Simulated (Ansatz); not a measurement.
The reference is Ge in the diamond structure (space group Fd-3m, No. 227; a = 5.676 Å).

One thing is altered: a hydrostatic pressure of 1.5 GPa.

Levels (all Ansatz, a program for electronic structure, PAW): PBEsol (420 eV, no spin-orbit coupling); r2SCAN (500 eV, spin-orbit coupling left out); HSE06 (420 eV, no spin-orbit coupling).

One geometry, relaxed with PBEsol, under each level:

Notes on the quantities. hole mass: degenerate bands, along [100].

```csv
level,band gap,lowest conduction level above the VBM at special points,electron mass,hole mass,pressure
PBEsol,0.09 eV,Γ 0.09 eV; L 0.15 eV; X 0.65 eV; U 1.07 eV,–,–,1.50 GPa
r2SCAN,0.51 eV,Γ 0.56 eV; L 0.51 eV; X 0.97 eV; U 1.40 eV,"1.7 mₑ along k, 0.081 mₑ across (at L)","0.026, 0.21, 0.21 mₑ (at Γ)",1.57 GPa
HSE06,0.85 eV,Γ 0.99 eV; L 0.85 eV; X 1.25 eV,–,–,–
```

Single points use the geometry relaxed with PBEsol. Their cutoffs differ, which shifts pressures a little. Load acts through the strain it causes; cell and atoms are relaxed under it. Masses are band curvatures over ±0.01 Å⁻¹ around the edge. Along k means along the line from Γ to the band edge. Stability against distortions was not tested. A zero or small gap of Ge can be the functional's error rather than a property of the material.
